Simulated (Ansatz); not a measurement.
# Worked sum: formation energy of O_i in W (bcc, Im-3m)

Consider the formation energy of O_i in W (bcc, Im-3m). Reaction: 64 W (bcc) + 1/2 O2 (gas) → cell A.

A: a supercell of 64 sites of W (bcc, Im-3m) with O off the lattice sites (4 W at 1.96 Å); spin state with PBE: run without spin.

Setting: static, neutral cells in Ansatz (PAW) whose structures rest at the PBE level. Ansatz (a program for electronic structure) runs with its PAW set soft_1. Other levels take these structures. The lattices are those relaxed with PBE, so at other levels the solids can be strained, which adds to the spread. Larger cells are relaxed from a start prepared with the learned potential CHGNet, on a coarser mesh till forces fall under 0.03 eV/Å, which some starts already meet. A dispersion term (D3(BJ), or D4 for r2SCAN) was computed beside these levels and is taken off wherever the name lacks it. Space groups of crystals are read within 0.01 Å. The runs are scalar-relativistic, without spin-orbit coupling. No Hubbard U is applied. Mesh and cell size may move defect energies by 0.1 eV or more. Cell A has symmetry I-4m2 within 0.02 Å and got no random move, so less symmetric positions, which may lie lower, weren't tried.

Total energies of the cells in eV, at zero smearing width. They compare only within one column; the weights balance every element.

| cell | atoms | weight | PBE | PBE+D3(BJ) |
|---|---|---|---|---|
| A: W:O_i | 65 | +1 | -665263.29240 | -665307.34400 |
| W (bcc) | 64 | −1 | -664699.16266 | -664742.86325 |
| O2 (gas) | 2 | −1/2 | -1129.95062 | -1129.95795 |

PBE: (-665263.29240) − (-664699.16266) − 1/2 × (-1129.95062) = 0.846 eV.

PBE+D3(BJ): (-665307.34400) − (-664742.86325) − 1/2 × (-1129.95795) = 0.498 eV.
